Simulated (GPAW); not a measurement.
Band structure of TiCo (Pm-3m, 2 atoms in the cell).

```
CELL_PARAMETERS angstrom
      2.96309     0.00000     0.00000
      0.00000     2.96309     0.00000
      0.00000     0.00000     2.96309
ATOMIC_POSITIONS crystal
  Ti 0.00000 0.00000 0.00000
  Co 0.50000 0.50000 0.50000
```

Level of theory: PBE, GPAW PAW datasets PBE (gpaw-data 1.0.1) (plane waves; GPAW 25.7.0).

Settings: mode = pw; ecut = 800 eV; xc = PBE; kpts = 9 9 9; mesh shift (steps) = 0 0 0; occupations.name = fermi-dirac; occupations.width = 0.136 eV; nbands = -8; convergence.density = 1e-05 e/electron; convergence.energy = 1e-05 eV/electron; symmetry.symmorphic = false; symmetry.tolerance = 0.0005; maxiter = 120; bandpath_npoints = 40.

The starting cell has typed, rounded lattice constants, without a prior relaxation at this level. Its lattice was rescaled by a random factor within 2.5 % of one. Spin polarisation is off.

Levels in eV from the Fermi level, bands 8 to 14:
| point | 8 | 9 | 10 | 11 | 12 | 13 | 14 |
|---|---|---|---|---|---|---|---|
| Γ | -1.47 | -1.47 | -1.47 | 0.84 | 0.84 | 2.85 | 2.85 |
| X | -1.55 | -1.55 | -1.04 | -0.78 | 0.14 | 0.69 | 0.69 |
| M | -2.44 | -0.59 | -0.12 | 0.64 | 0.64 | 1.30 | 2.70 |
| R | -2.15 | -2.15 | -2.15 | -0.55 | -0.55 | 3.28 | 3.28 |

Bands cross the Fermi level along this path, so the cell is metallic at this level.
